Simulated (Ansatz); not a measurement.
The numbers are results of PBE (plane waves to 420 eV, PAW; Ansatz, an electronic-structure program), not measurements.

Plane-averaged electrostatic potential energy along the normal, in eV from the Fermi level, for Cl on the 1x1 (111) surface of fcc Ag, one in a 1x1 cell, started at the site 'hollow Ag-Ag-Ag over Ag at depth 4.7 Å':

(z (Å), V (eV)): (5.30, 4.39); (5.59, 4.39); (5.89, 4.39); (6.18, 4.39); (6.48, 4.38); (6.77, 4.37); (7.07, 4.34); (7.36, 4.29); (7.66, 4.17); (7.95, 3.91); (8.24, 3.36); (8.54, 2.16); (8.83, -0.99); (9.13, -6.18); (9.42, -10.50); (9.72, -11.91); (10.01, -9.88); (10.31, -5.28); (10.60, -0.56); (10.89, 1.00); (11.19, -1.04); (11.48, -5.96); (11.78, -10.39); (12.07, -12.07); (12.37, -10.32); (12.66, -5.84); (12.96, -0.94); (13.25, 1.00); (13.54, -0.73); (13.84, -5.54); (14.13, -10.10); (14.43, -12.01); (14.72, -10.48); (15.02, -6.11); (15.31, -1.14); (15.61, 1.04); (15.90, -0.58); (16.19, -5.38); (16.49, -10.02); (16.78, -12.06); (17.08, -10.60); (17.37, -6.22); (17.67, -1.05); (17.96, 1.38); (18.26, -0.78); (18.55, -6.18); (18.84, -9.55); (19.14, -8.75); (19.43, -3.96); (19.73, 2.09); (20.02, 4.92); (20.32, 5.88); (20.61, 6.22); (20.91, 6.35); (21.20, 6.39); (21.49, 6.41); (21.79, 6.41); (22.08, 6.42); (22.38, 6.42); (22.67, 6.42); (22.97, 6.42); (23.26, 6.42)

Set-up: 5 atoms, 7.1 Å thick at the start under the adsorbate (thin: gaps and levels are the slab's own); mesh 12x12x1; 0.1 eV smearing; dipole correction on; 2 atoms held, the rest relaxed; symmetry of the start imposed; no spin, no spin-orbit, no U, no dispersion correction. At the end it is bonded to 3 Ag. In PBE it is, or lies within 0.03 eV of, the lowest of the starts that converged.

### Question
The surface cell has an area of 7.45 Å². What dipole along the normal does the step between the two vacuum levels imply?

### Answer
the top vacuum level lies 2.02 eV above the bottom one; p = −ε₀ A ΔV (ε₀ = 0.005526 e/(V·Å)) gives -0.08 e·Å a cell.
